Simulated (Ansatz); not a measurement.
Take SiC (space group P6_3mc, No. 186) as the base.

Space group P6₃mc (No. 186); a = b = 3.094 Å, c = 10.129 Å, α = β = 90.00°, γ = 120.00°

| atom | site | symmetry | x | y | z |
|---|---|---|---|---|---|
| Si | 2a | 3m. | 0.0000 | 0.0000 | 0.0003 |
| Si | 2b | 3m. | 0.3333 | 0.6667 | 0.2503 |
| C | 2a | 3m. | 0.0000 | 0.0000 | 0.3129 |
| C | 2b | 3m. | 0.3333 | 0.6667 | 0.0622 |

Computed with DFT with PBE, PAW potentials and a 420 eV plane-wave cutoff in Ansatz (a first-principles code), without spin-orbit coupling.

For the base:

The smallest direct gap is 3.34 eV.

One thing is altered: every lattice vector is stretched by 2.25 %; the atoms relax in the strained cell.

Question: Estimate the effect on the smallest direct gap and energy relative to the base.

Answer: The smallest direct gap drops by 0.04 eV, from 3.34 eV to 3.30 eV; the energy goes up by 30 meV/atom.

Whether these cells are dynamically stable was not tested.
